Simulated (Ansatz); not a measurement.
Structure of amorphous In9Ga9Zn9O36H4 (periodic cell):

```xyz
67
Lattice="9.5376 0.2134 -0.1066 0.2134 9.4253 -0.3590 -0.1066 -0.3590 9.0880" Properties=species:S:1:pos:R:3 pbc="T T T"
In     3.2078     3.3409     0.5870
In     7.2557     7.0931     4.0692
In     0.6457     6.6641     8.3082
In     2.2012     0.1210     1.5522
In     3.4978     2.9897     3.3281
In     6.8206     2.5462     8.0620
In     0.1908     3.6213     7.0350
In     3.8688     5.8176     5.2159
In     8.5182     1.0976     5.4329
Ga     2.3663    -0.0626     4.5916
Ga     2.7765     8.9134     7.1269
Ga     4.1900     6.5000     8.7344
Ga     5.4772     0.3373     5.9385
Ga     6.8255     5.6290     7.0787
Ga     4.9528     0.8245     0.0684
Ga     6.8052     0.9837     2.1936
Ga     0.7464     7.3300     5.4385
Ga     5.4192     5.3532     2.2729
Zn     2.3020     6.2015     2.1779
Zn     8.9138     0.3989     8.6907
Zn     0.1138     1.9550     2.7622
Zn     7.1156     7.6195     0.6636
Zn     8.7324     5.1046     1.0657
Zn     7.0184     3.4862     4.4800
Zn     9.5160     8.2977     2.4053
Zn     4.8478     8.5326     2.5621
Zn     0.4813     4.5716     3.9589
O      7.0634     1.0498     0.2704
O      4.9461     1.0435     2.0175
O      5.1627     6.7293     3.6118
O      2.7993     0.7246     9.0123
O      2.0101     1.4152     3.3454
O      4.9367     5.7733     7.1868
O      7.4905     8.6043     2.3368
O      3.9830     5.6095     1.0345
O      5.5231     3.7771     3.1889
O      3.7102     3.5045     5.5326
O      2.1371     3.7196     7.9131
O      4.7941     9.0764     7.0719
O      6.3426     2.0679     5.9937
O      7.8826     4.4420     8.1578
O      7.0421     5.3230     5.2994
O      0.2908     3.7444     2.1520
O      8.8183     1.9033     7.4453
O      2.4668     5.0674     3.7604
O      7.3218     8.7831     5.4357
O      0.5379     6.5410     1.2107
O      2.6290     7.4658     8.5166
O      9.2527     3.3050     4.9905
O      7.6795     7.1960     7.8366
O      7.0864     5.9238     1.7023
O      2.8095     8.1103     2.6214
O      4.2905     0.2350     4.5509
O      7.8119     1.8799     3.4298
O      0.1127     0.2529     1.5256
O      2.6753     7.6600     5.5215
O      9.3390     6.6997     3.8836
O      0.6980     5.6742     6.4979
O      0.5924     8.4463     7.1165
O      5.2557     8.1880     0.5075
O      4.8696     2.3561     8.6277
O      2.1068     0.9532     6.2674
O      0.6061     8.9653     4.2824
H      2.7723     3.6717     7.1477
H      2.7377     1.7031     6.3012
H      4.5751     3.1459     5.8430
H      7.4949     7.9600     7.2157
```

Method: PBE, scalar-relativistic without spin-orbit coupling (plane waves to 420 eV, PAW; Ansatz, a program for electronic structure). The usual formal charges leave 4 electrons over, so the level spacing at the Fermi energy parts defect or band states and needn't be the band gap.

A CHGNet melt-quench gave the starting glass, which DFT then relaxed. O atoms were pushed apart under 1.9 Å during the dynamics, to hinder bonds among them. The hot cell started wider than the set density and was brought back towards it in steps. It is the lowest in DFT energy of 2 quenches. It is a model cell: composition and starting density were chosen by hand, and all elements were melted together. No dispersion term was used. Its density started from a set value of 5.76 and ended at 5.76 g/cm³. The quench (nominally 440 K/ps over its main leg) was far faster than any real one, so the model tends to hold more defects than a real film. Values belong to this one cell and scatter from quench to quench. The volume was held where the preparation left it and the shape relaxed, at a PBE pressure of 3.0 GPa. Stress components on the final sampling reach 3.2 GPa. On a 2×2×2 Γ-centred mesh force components of up to 0.31 eV/Å stay, since the relaxation ran on the zone centre alone.

Cut-offs for bonds: In-In 3.12 Å, In-Ga 2.90 Å, In-Zn 2.90 Å, In-O 2.80 Å, In-H 2.08 Å, Ga-Ga 2.68 Å, Ga-Zn 2.68 Å, Ga-O 2.40 Å, Ga-H 1.84 Å, Zn-Zn 2.68 Å, Zn-O 2.42 Å, Zn-H 1.84 Å, O-O 1.58 Å, O-H 1.16 Å, H-H 0.90 Å. Two cations that share two anions don't count as bonded, nor two that share one unless they lie closer than In-In 3.04 Å, In-Ga 2.82 Å, In-Zn 2.82 Å, Ga-Ga 2.61 Å, Ga-Zn 2.61 Å, Zn-Zn 2.61 Å.

Problem. Give the coordination numbers, mean bond lengths and angles.

Solution. 
- Mean coordination of In by anions: 5.11 (1 with 4, 6 with 5, 2 with 6); 2 close contacts or bonds to cations besides
- Mean coordination of Ga by anions: 4.78 (5 with 4, 1 with 5, 3 with 6)
- Mean coordination of Zn by anions: 4.33 (6 with 4, 3 with 5)
- Mean coordination of O: 3.67 (12 with 3, 24 with 4)
- Mean coordination of H: 1.00 (4 with 1)
- Mean In-O bond: 2.237 Å (spread 0.154 Å, 46 counted)
- Mean Ga-O bond: 1.957 Å (spread 0.096 Å, 43 counted)
- Mean Zn-O bond: 2.050 Å (spread 0.085 Å, 39 counted)
- Mean O-H bond: 0.991 Å (spread 0.008 Å, 4 counted)
- Bond angle at In: mean 104.7°, spread 28.0°
- Bond angle at Ga: mean 107.4°, spread 26.6°
- Bond angle at Zn: mean 108.0°, spread 21.6°
- Bond angle at O: mean 109.7°, spread 15.0°

Problem. List the pairs of like atoms that count as bonded by the rules above.

Solution. In1-In5 (2.78 Å).

Problem. What Bader charges do the atoms carry, from a run on the zone centre alone?

Solution. Means (range): In +1.65 e (+1.13 to +1.78), Ga +1.81 e (+1.74 to +1.89), Zn +1.22 e (+1.18 to +1.26), O -1.23 e (-1.27 to -1.19), H +0.57 e (+0.55 to +0.59).
```tsv
atom	charge (e)
In1	+1.13
In2	+1.77
In3	+1.69
In4	+1.74
In5	+1.50
In6	+1.71
In7	+1.75
In8	+1.75
In9	+1.78
Ga10	+1.89
Ga11	+1.87
Ga12	+1.80
Ga13	+1.79
Ga14	+1.74
Ga15	+1.84
Ga16	+1.78
Ga17	+1.81
Ga18	+1.77
Zn19	+1.21
Zn20	+1.20
Zn21	+1.22
Zn22	+1.20
Zn23	+1.18
Zn24	+1.26
Zn25	+1.23
Zn26	+1.23
Zn27	+1.21
O28	-1.26
O29	-1.23
O30	-1.22
O31	-1.22
O32	-1.22
O33	-1.23
O34	-1.25
O35	-1.26
O36	-1.23
O37	-1.19
O38	-1.22
O39	-1.26
O40	-1.26
O41	-1.24
O42	-1.24
O43	-1.22
O44	-1.20
O45	-1.21
O46	-1.25
O47	-1.20
O48	-1.27
O49	-1.21
O50	-1.23
O51	-1.26
O52	-1.23
O53	-1.26
O54	-1.22
O55	-1.24
O56	-1.24
O57	-1.21
O58	-1.23
O59	-1.24
O60	-1.25
O61	-1.23
O62	-1.21
O63	-1.23
H64	+0.58
H65	+0.56
H66	+0.55
H67	+0.59
```
